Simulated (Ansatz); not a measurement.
**Pressure series in Ag3SI**

Base system: Ag3SI in the anti-perovskite structure (space group Pm-3m, No. 221; a = 4.8687 Å).

Cell and atoms are relaxed at each pressure.

Method: PBEsol in Ansatz (plane waves to 420 eV, PAW, without spin-orbit coupling).

Task: Only one of these has a direct gap. Which?
A. pressure 0.3 GPa
B. pressure 5 GPa
C. pressure −1 GPa

Result: B, pressure 5 GPa. Computed: pressure −1 GPa: indirect, M → Γ; pressure 0.3 GPa: indirect, M → Γ; pressure 5 GPa: direct at M

With I present, leaving out spin-orbit coupling can change the band edges. Load acts through the strain it causes; cell and atoms are relaxed under it. Stability against distortions was not tested. Competing high-pressure phases were not computed.

Ansatz is an electronic-structure program.
